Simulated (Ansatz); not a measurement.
Base system: CuI in the zinc blende structure (space group F-43m, No. 216; a = 6.023 Å).

Calculations: r2SCAN (Ansatz, a first-principles code), no spin-orbit coupling.

Before the change:

* **Band gap**: 1.67 eV
* **Electron mass**: 0.18 mₑ (at Γ)
* **Hole mass**: 0.29, 0.71, 0.71 mₑ (at Γ)

Now apply this change: an isotropic linear strain of +2.00 %; the atoms relax in the strained cell.

How does this affect the band gap, electron mass and hole mass?

The band gap shrinks by 0.17 eV (1.67 eV → 1.50 eV); the electron mass stays 0.18 mₑ (at Γ); the hole mass (degenerate bands, along [100]) becomes 0.30, 0.81, 0.81 mₑ (at Γ) (base: 0.29, 0.71, 0.71 mₑ (at Γ)).

Spin-orbit coupling, missing from the scalar runs, can matter with I. Effective masses come from finite differences of ±0.01 Å⁻¹. Stability against distortions was not tested. All final runs are without spin polarisation.
